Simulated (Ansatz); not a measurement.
**How far to go with zone-centre phonons against the mesh: HfN (Fm-3m, 2 atoms in the cell)**

```
CELL_PARAMETERS angstrom
      0.00000     2.24870     2.24870
      2.24870     0.00000     2.24870
      2.24870     2.24870     0.00000
ATOMIC_POSITIONS crystal
  Hf 0.00000 0.00000 0.00000
  N  0.50000 0.50000 0.50000
```

Method of the run: PBEsol, default PAW files made with PBE (plane waves; Ansatz, an electronic-structure program).

Base settings: basis.ecutwfc = 420 eV; kpoints.mp_grid.grid = 13 13 13; hamiltonian.xc = pbesol; hamiltonian.pseudopotentials = {kind: paw} (the program's default PAW files); scf.occupations.method = fermi_dirac; scf.occupations.width = 0.1 eV.

In this ladder: phonons.method = dfpt.

Frequencies are those of the unrelaxed cell, without the LO-TO term of polar crystals.

Only quantities that move along the ladder and can be compared are tabulated.

Core times come from one kind of shared machine, to one figure; runs under 30 s give none.

The starting cell has typed, rounded lattice constants, without a prior relaxation at this level. Its lattice was rescaled by up to half a per cent.

Steps (kpoints.mp_grid.grid): 4 4 4; 5 5 5; 6 6 6; 8 8 8; 10 10 10; 12 12 12; 15 15 15; 19 19 19; 23 23 23; 29 29 29.

Question: What is the coarsest kpoints.mp_grid.grid that holds the highest zone-centre frequency within 2 cm⁻¹ of the last step, with all finer ones?

Answer: 12 12 12; the step before is off by 5.3 cm⁻¹.

| kpoints.mp_grid.grid | highest zone-centre frequency (cm⁻¹) | core time / last (rough) |
|---|---|---|
| 4 4 4 | 510.1 | – |
| 5 5 5 | 524.2 | – |
| 6 6 6 | 510.8 | – |
| 8 8 8 | 503.5 | – |
| 10 10 10 | 499.7 | – |
| 12 12 12 | 506.5 | – |
| 15 15 15 | 504.8 | 0.1 |
| 19 19 19 | 505.1 | 0.2 |
| 23 23 23 | 504.9 | 0.2 |
| 29 29 29 | 505.0 | 1 |

Keys are those of Ansatz 0.2.
